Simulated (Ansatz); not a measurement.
The reference is ZnAu in the CsCl type structure (space group Pm-3m, No. 221; a = 3.129 Å; relaxed with 0.1 eV smearing). Axes: x, y, z lie along the cube axes.

Method: PBEsol/PAW in Ansatz (a first-principles code), spin-orbit coupling left out.

Base values:

```
Property                        Result
-----------------------------  -------
Pressure                       0.0 GPa
Shortest interatomic distance  2.709 Å
```

Modification: uniaxial strain ε_zz = +1.00 %, all other strain components held at zero; the atoms relax in the strained cell.

Q: What does the calculation give for the energy relative to the base, pressure and shortest interatomic distance after the change?

A: The energy goes up by 0.7 meV/atom; the pressure (mean of the normal stresses, compression positive) goes from zero to -1.4 GPa; the shortest interatomic distance rises by 0.0091 Å (2.709 Å → 2.719 Å).

Whether these cells are dynamically stable was not tested.
